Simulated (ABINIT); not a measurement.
## A self-consistent single point of LuTl₃ (Pm-3m, 4 atoms in the cell) with ABINIT

Computed with PBEsol, PAW (JTH v2.0 PBE PAW, files made for PBE) (plane waves; ABINIT).

This input was run:

```
# LuTl3, JTH v2.0 PBE PAW
pp_dirpath "./"
pseudos "Lu.GGA_PBE-JTH.xml, Tl.GGA_PBE-JTH.xml"
acell 4.7020440000 4.7020440000 4.7020440000 Angstrom
rprim
         1.0000000000    0.0000000000    0.0000000000
         0.0000000000    1.0000000000    0.0000000000
         0.0000000000    0.0000000000    1.0000000000
natom 4
ntypat 2
znucl 71 81
typat 1 2 2 2
xred
         0.0000000000    0.0000000000    0.0000000000
         0.0000000000    0.5000000000    0.5000000000
         0.5000000000    0.0000000000    0.5000000000
         0.5000000000    0.5000000000    0.0000000000
ecut 48 Ry
pawecutdg 96 Ry
pawxcdev 0
ixc -116133
occopt 3
tsmear 0.1 eV
nband 41
kptopt 1
ngkpt 5 5 5
nshiftk 1
shiftk 0 0 0
nstep 80
tolvrs 1.0e-12
prtwf 0
prtden 0
prtvol 1
enunit 1
```

Log, with long lists cut:

```
 Symmetries : space group Pm -3 m (#221); Bravais cP (primitive cubic)

 -outvars: echo values of preprocessed input variables --------
            acell      8.8855754248E+00  8.8855754248E+00  8.8855754248E+00 Bohr
             ecut      2.40000000E+01 Hartree
           enunit           1
              ixc     -116133
         kptrlatt        5    0    0      0    5    0      0    0    5
          kptrlen      4.44278771E+01
            natom           4
            nband          41
            ngfft          40      40      40
          ngfftdg          60      60      60
             nkpt          10
            nstep          80
             nsym          48
           ntypat           2
           occopt           3
        pawecutdg      4.80000000E+01 Hartree
         pawxcdev           0
          spgroup         221
           tolvrs      1.00000000E-12
           tsmear      3.67493254E-03 Hartree
            typat      1  2  2  2
           useylm           1
             xred      0.0000000000E+00  0.0000000000E+00  0.0000000000E+00
                       0.0000000000E+00  5.0000000000E-01  5.0000000000E-01
                       5.0000000000E-01  0.0000000000E+00  5.0000000000E-01
                       5.0000000000E-01  5.0000000000E-01  0.0000000000E+00
            znucl       71.00000   81.00000

== DATASET  1 ==================================================================

 Real(R)+Recip(G) space primitive vectors, cartesian coordinates (Bohr,Bohr^-1):
 R(1)=  8.8855754  0.0000000  0.0000000  G(1)=  0.1125420  0.0000000  0.0000000
 R(2)=  0.0000000  8.8855754  0.0000000  G(2)=  0.0000000  0.1125420  0.0000000
 R(3)=  0.0000000  0.0000000  8.8855754  G(3)=  0.0000000  0.0000000  0.1125420
 Unit cell volume ucvol=  7.0154684E+02 bohr^3
 Angles (23,13,12)=  9.00000000E+01  9.00000000E+01  9.00000000E+01 degrees

 Coarse grid specifications (used for wave-functions):

 getcut: wavevector=  0.0000  0.0000  0.0000  ngfft=  40  40  40
         ecut(hartree)=     24.000   => boxcut(ratio)=   2.04129

 Fine grid specifications (used for densities):

 getcut: wavevector=  0.0000  0.0000  0.0000  ngfft=  60  60  60
         ecut(hartree)=     48.000   => boxcut(ratio)=   2.16511

   9.12540003E+03                                ecore*ucvol(ha*bohr**3)

_setup2: Arith. and geom. avg. npw (full set) are    3936.456    3936.426

--- !BeginCycle
solver: {iscf: 17, nstep: 80, nline: 4, wfoptalg: 10, }
tolerances: {tolvrs: 1.00E-12, }
...

     iter   Etot(hartree)      deltaE(h)  residm     nres2
 ETOT  1  -423.08139968026    -4.231E+02 1.204E+01 3.436E+01
 ETOT  2  -431.76004899906    -8.679E+00 3.173E+00 3.848E+02
 ETOT  3  -431.21665774622     5.434E-01 5.555E+00 2.733E+01
 ETOT  4  -431.55025735119    -3.336E-01 9.136E-01 9.358E+00
 ETOT  5  -431.52841835478     2.184E-02 8.554E-02 4.522E+00
 ETOT  6  -431.50354418962     2.487E-02 2.377E-02 1.412E+00
   [... 18 lines left out ...]
 ETOT 25  -431.49312098782    -3.809E-12 2.863E-04 2.463E-10
 ETOT 26  -431.49312098784    -2.552E-11 1.228E-04 6.940E-11
 ETOT 27  -431.49312098785    -9.265E-12 1.655E-04 2.784E-12
 ETOT 28  -431.49312098785     2.103E-12 7.054E-05 1.839E-12
 ETOT 29  -431.49312098786    -6.480E-12 9.553E-05 1.670E-13

 At SCF step   29       nres2   =  1.67E-13 < tolvrs=  1.00E-12 =>converged.

 Cartesian components of stress tensor (hartree/bohr^3)
  sigma(1 1)=  7.44930909E-05  sigma(3 2)=  0.00000000E+00
  sigma(2 2)=  7.44930909E-05  sigma(3 1)=  0.00000000E+00
  sigma(3 3)=  7.44930909E-05  sigma(2 1)=  0.00000000E+00

 ----iterations are completed or convergence reached----

 reduced coordinates (array xred) for    4 atoms
       0.000000000000      0.000000000000      0.000000000000
       0.000000000000      0.500000000000      0.500000000000
       0.500000000000      0.000000000000      0.500000000000
       0.500000000000      0.500000000000      0.000000000000
 cartesian forces (eV/Angstrom) at end:
    1     -0.00000000000000    -0.00000000000000    -0.00000000000000
    2     -0.00000000000000    -0.00000000000000    -0.00000000000000
    3     -0.00000000000000    -0.00000000000000    -0.00000000000000
    4     -0.00000000000000    -0.00000000000000    -0.00000000000000
 frms,max,avg= 0.0000000E+00 0.0000000E+00   0.000E+00  0.000E+00  0.000E+00 e/A
 length scales=  8.885575424778  8.885575424778  8.885575424778 bohr
              =  4.702044000000  4.702044000000  4.702044000000 angstroms
 Fermi (or HOMO) energy (eV) =   7.35149   Average Vxc (eV)= -10.11601
 Eigenvalues (   eV  ) for nkpt=  10  k points:
 kpt#   1, nband= 41, wtk=  0.00800, kpt=  0.0000  0.0000  0.0000 (reduced coord)
 -49.61448  -20.24540  -20.24540  -20.24540   -4.53389   -4.49381   -4.49381   -4.49381
  -4.26651   -4.26651   -3.93578   -3.93578   -3.93578   -3.72467   -3.72467   -3.51582
  -3.43176   -3.43176   -3.43176   -2.72173    1.76657    1.76657    1.76657    1.77059
   1.77059    1.77059    1.77780    3.56287    3.56287    5.93250    5.93250    5.93250
   9.67654    9.85564    9.85564    9.85564   10.30347   10.30347   11.63149   11.63149
  11.63149
 prteigrs : prtvol=0 or 1, do not print more k-points.

--- !EnergyTerms
comment             : Components of total free energy in Hartree
kinetic             :  2.96335526890408E+01
hartree             :  1.16142430356940E+02
xc                  : -1.29402787464684E+01
Ewald energy        : -2.77889406717460E+02
psp_core            :  1.30075420540808E+01
local_psp           : -3.14317933075147E+02
spherical_terms     :  1.48737965424832E+01
internal            : -4.31490296896531E+02
'-kT*entropy'       : -2.82429970094563E-03
total_energy        : -4.31493121196232E+02
total_energy_eV     : -1.17415249538202E+04
...

-Cartesian components of stress tensor (GPa)         [Pressure= -2.1917E+00 GPa]
- sigma(1 1)=  2.19166203E+00  sigma(3 2)=  0.00000000E+00
- sigma(2 2)=  2.19166203E+00  sigma(3 1)=  0.00000000E+00
- sigma(3 3)=  2.19166203E+00  sigma(2 1)=  0.00000000E+00

 Calculation completed.
```

The run converged in 29 iterations.

The starting cell comes from a database of computed structures (which also holds hypothetical and non-ambient phases and stackings), without a prior relaxation at this level. Its lattice was rescaled by a random factor within 2.5 % of one. The potentials were made for another functional than the one used.

Cost on one core of a shared machine: roughly 4 min.
